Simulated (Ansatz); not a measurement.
Ansatz (a program for electronic structure) run on YSn₃ (Pm-3m, 4 atoms in the cell): relaxation of cell and atoms.

Method of the run: LDA (PW92), default PAW files made with PBE (plane waves; Ansatz).

The change in words: atoms on their sites; basis.ecutwfc: 30.9 Ry → 26.1 Ry; relax: default → cell and atoms. Reference geometry:
```
CELL_PARAMETERS angstrom
      4.71443     0.00000     0.00000
      0.00000     4.71443     0.00000
      0.00000     0.00000     4.71443
ATOMIC_POSITIONS crystal
  Y  0.00000 0.00000 0.01061
  Sn 0.50000 0.50000 0.00000
  Sn 0.00000 0.50000 0.50000
  Sn 0.50000 0.00000 0.50000
```

Reference input (self-consistent single point, DFT, LDA (PW92), plane waves, default PAW files made with PBE): basis.ecutwfc = 30.9 Ry; kpoints.mp_grid.grid = 5 5 5; hamiltonian.xc = lda; hamiltonian.pseudopotentials = {kind: paw} (the program's default PAW files); scf.occupations.method = fermi_dirac; scf.occupations.width = 0.0073 Ry. This run's input differs from it in these lines:

Ansatz 0.2 input:
```diff
@@ -7,3 +7,3 @@
   atoms:
-    - { symbol: Y, position: [0.00000000, 0.00000000, 0.01060600] }
+    - { symbol: Y, position: [0.00000000, 0.00000000, 0.00000000] }
     - { symbol: Sn, position: [0.50000000, 0.50000000, 0.00000000] }
@@ -12,3 +12,3 @@
 basis:
-  ecutwfc: 30.9 Ry
+  ecutwfc: 26.1 Ry
 kpoints:
@@ -20,2 +20,4 @@
   occupations: { method: fermi_dirac, width: 0.0073 Ry }
+relax:
+  cell: {}
 output:
```

Output, abridged:

```
   [... SCF lines of the steps left out ...]
relax step   1: F+E_penalty+E_count = -21386.10874252 eV  Δ(F+E_penalty+E_count) = +0.000e0 eV  max|allowed force component| = 2.177e-28 eV/Å  Δτ_max = 0.0000 Å  P = -4.059 GPa  Ω = 104.782 Å³  (6 SCF iters, dr2 threshold 1.00e-7 eV, accepted)
relax step   2: F+E_penalty+E_count = -21386.17851713 eV  Δ(F+E_penalty+E_count) = -6.977e-2 eV  max|allowed force component| = 1.823e-29 eV/Å  Δτ_max = 0.0000 Å  P = +2.698 GPa  Ω = 94.361 Å³  energy of the carried Pulay correction = +4.749e-3 eV  [...]
   [... lines left out ...]
relax step   4: F+E_penalty+E_count = -21386.20522181 eV  Δ(F+E_penalty+E_count) = -5.749e-4 eV  max|allowed force component| = 1.039e-29 eV/Å  Δτ_max = 0.0000 Å  P = -0.011 GPa  Ω = 97.857 Å³  energy of the carried Pulay correction = +3.102e-3 eV  [...]
relax step   5: F+E_penalty+E_count = -21386.20289757 eV  Δ(F+E_penalty+E_count) = +2.324e-3 eV  max|allowed force component| = 1.233e-29 eV/Å  Δτ_max = 0.0000 Å  P = -0.034 GPa  Ω = 97.857 Å³  stress off target by 3.36e-2 GPa  SCF on the basis [...]
basis re-selected at this cell: Δ(F+E_penalty+E_count) = +2.324e-3 eV, ΔP = -0.023 GPa vs the last step
the relaxation is at rest under the 48 symmetry operations that the run kept from its start: a minimum is not shown …
Stability not checked: this state was not tested for a lower state beside it, because too few of the mixer's solves of this state at the end of the SCF gave a …
Free energy (F): -21386.202898 eV
Internal energy: -21386.136688 eV  (E = F + TS)
   [... lines left out ...]
Fermi energy:    12.414242 eV
  cell:  # Å, volume = 97.8566 Å³
   [... lines left out ...]
    - [1.1074097180226603e-33, 2.5679065925163143e-34, 4.608186361727454]
  atoms:
    - { symbol: Y, position: [-5.276690891246665e-35, 8.723561554014116e-36, 7.234172996015216e-36] }
    - { symbol: Sn, position: [0.5, 0.5, -1.659604393201672e-35] }
    - { symbol: Sn, position: [-1.872374187269879e-35, 0.5, 0.5] }
    - { symbol: Sn, position: [0.5, -1.5957734550033973e-35, 0.5] }
```

The run converged. 

Summary of the result:
Free energy E − TS (on the zero of these files): -21386.2029 eV
Fermi level (on the code's own zero): 12.41 eV
Pressure: -0.03 GPa
Final cell: a = 4.608 Å, b = 4.608 Å, c = 4.608 Å, α = 90.00°, β = 90.00°, γ = 90.00°
Final volume per atom: 24.46 Å³
Relaxation steps: 5

The starting cell comes from a database of computed structures (which also holds hypothetical and non-ambient phases and stackings), without a prior relaxation at this level. Its lattice was rescaled by up to half a per cent. The relaxation keeps the symmetry of its start, so its end need not be a minimum. Ansatz's pressure includes its estimate of the finite-basis (Pulay) stress. The cutoff lies below the one recommended for these files.
